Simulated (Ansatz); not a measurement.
## Step by step: formation energy of AlV2C (P6₃/mmc) from the elements

Consider the formation energy of AlV2C (P6₃/mmc) from the elements. Reaction: C (graphite) + Al (fcc) + 2 V (bcc) → AlV2C (P6₃/mmc). Negative: the products are lower in energy. The value is per atom of the solid.

AlV2C (P6₃/mmc), 8 atoms in the cell; this is a cell whose start was taken from, or built on, an entry of a structure database, and that this text hasn't matched to a measured one; spin state with PBE: no moments. Conventional cell: a = b = 2.870 Å, c = 12.991 Å, α = β = 90.00°, γ = 120.00°.

Ansatz (an electronic-structure program) with PAW potentials; structures come from PBE+D3(BJ) relaxations, nuclei static, no net charge. Ansatz runs with its PAW set soft_1. Space groups of crystals are read within 0.01 Å.

Total energies of the cells in eV, at zero smearing width. They compare only within one column; the weights balance every element.

```tsv
cell	atoms	weight	PBE+D3(BJ)
AlV2C (P6₃/mmc)	8	+2	-13234.54484
C (graphite)	4	−1	-1004.33948
Al (fcc)	1	−4	-537.84889
V (bcc)	1	−8	-2913.11011
```

PBE+D3(BJ): 2 × (-13234.54484) − (-1004.33948) − 4 × (-537.84889) − 8 × (-2913.11011) = -8.474 eV; dividing by 16 atoms gives -0.53 eV/atom.

What follows from the PBE+D3(BJ) value: A formula unit of AlV2C has 4 atoms, so it forms with -0.5296 × 4 = -2.118 eV, or -204.4 kJ/mol at 96.485 kJ/mol per eV.
